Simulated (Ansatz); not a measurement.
B on the Ir site (B_Ir) in fcc Ir (start: the Ir site; 32-site cell, 6×6×6 shifted sampling), host crystal and elements as references (Δμ(Ir) = 0.00 eV, Δμ(B) = 0.00 eV; B taken from its element, since no compound that bounds it was computed at this level; only phases computed here count, gases as isolated molecules at 0 K). Level of theory: PBE, PAW (plane waves to 420 eV; Ansatz, a program for electronic structure). In charge state 0 (not spin-polarised) the formation energy is 2.74 eV. The crystal has 6.90 × 10^22 Ir sites per cm³.

Problem. Estimate the equilibrium concentration at 1100 K in the dilute limit, leaving out vibrational entropy and degeneracy.

Solution. kT = 0.0948 eV; c = N exp(−E_f / kT) = 6.90 × 10^22 × exp(−28.9) ≈ 2 × 10^10 cm^-3. An error of 0.2 eV in E_f moves this by a factor of 8.
